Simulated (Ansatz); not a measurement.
Consider CuAu (space group P4/mmm, No. 123; a = 2.8694 Å, c = 3.6452 Å; relaxed with 0.1 eV smearing).

The values are results of PBE in Ansatz (plane waves to 420 eV, PAW, scalar-relativistic without spin-orbit coupling), not measurements.

Before the change:

| Item | Result |
|---|---|
| Pressure | 0.0 GPa |
| Band gap | zero |

Now apply this change: every lattice vector is stretched by 3.00 %; the atoms relax in the strained cell.

Task: Predict the new pressure.

Result: The pressure (mean of the normal stresses, compression positive) goes from zero to -9.7 GPa.

Task: What does the calculation give for the energy relative to the base after the change?

Result: The energy rises by 47 meV/atom.

Task: How does this affect the band gap?

Result: The band gap stays zero.

No phonon test of stability was made. The final runs are not spin-polarised.

Ansatz is a quantum-chemistry and plane-wave program.
